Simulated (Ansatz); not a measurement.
Defect migration in silicon: interstitial Be, charge state +2. Method: PBE, PAW (plane waves to 420 eV; Ansatz, an electronic-structure program).

64-site cell at the relaxed PBE lattice, a 2×2×2 k-point mesh shifted by half a step, smearing 0.01 eV, spin-restricted, no finite-size correction. Energies are static. The charge state is imposed; whether it is stable for some Fermi level was not computed. Sites that were not tried may lie lower.

Barriers: single points on a 3×3×3 k-point mesh shifted by half a step at the bands' geometries.

The step: one Be atom jumps by itself. Atoms about the jump, Cartesian Å from the middle of the jump, before and after:

| atom | x0 | y0 | z0 | x1 | y1 | z1 |
|---|---|---|---|---|---|---|
| Be1 | -0.68 | 0.68 | 0.68 | 0.68 | -0.68 | -0.68 |
| Si2 | -0.69 | -2.07 | 0.69 | -0.71 | -2.08 | 0.71 |
| Si3 | -2.08 | -0.71 | -0.71 | -2.07 | -0.68 | -0.68 |
| Si4 | 0.71 | -0.71 | 2.08 | 0.68 | -0.68 | 2.07 |
| Si5 | -0.69 | 0.68 | -2.06 | -0.72 | 0.71 | -2.07 |
| Si6 | 2.06 | 0.68 | 0.69 | 2.07 | 0.71 | 0.72 |
| Si7 | 0.71 | 2.08 | -0.71 | 0.68 | 2.07 | -0.68 |
| Si8 | 2.06 | -2.06 | -2.06 | 2.07 | -2.08 | -2.07 |
| Si9 | 0.69 | -3.42 | -0.69 | 0.68 | -3.43 | -0.68 |
| Si10 | -2.08 | 2.08 | 2.08 | -2.07 | 2.06 | 2.06 |
| Si11 | 0.69 | -0.70 | -3.41 | 0.68 | -0.68 | -3.43 |
| Si12 | 3.41 | -0.70 | -0.69 | 3.43 | -0.68 | -0.68 |
| Si13 | -3.43 | 0.68 | 0.69 | -3.42 | 0.70 | 0.70 |
| Si14 | -0.69 | 0.68 | 3.43 | -0.70 | 0.70 | 3.42 |
| Si15 | -0.69 | 3.43 | 0.69 | -0.70 | 3.42 | 0.70 |

**Question.** Predict the transition state.

**Answer.** 
```tsv
atom	x	y	z
Be1	0.00	-0.01	0.00
Si2	-0.70	-2.12	0.70
Si3	-2.12	-0.69	-0.69
Si4	0.69	-0.69	2.12
Si5	-0.70	0.70	-2.11
Si6	2.11	0.69	0.70
Si7	0.69	2.11	-0.69
Si8	2.05	-2.06	-2.05
Si9	0.70	-3.43	-0.70
Si10	-2.06	2.06	2.06
Si11	0.70	-0.70	-3.43
Si12	3.43	-0.70	-0.70
Si13	-3.44	0.70	0.71
Si14	-0.71	0.70	3.44
Si15	-0.71	3.44	0.71
```
It lies 0.065 eV above the start and 0.065 eV above the end. The saddle point's order was not checked, and it lies on a symmetry element of the cell, where a band can be held.
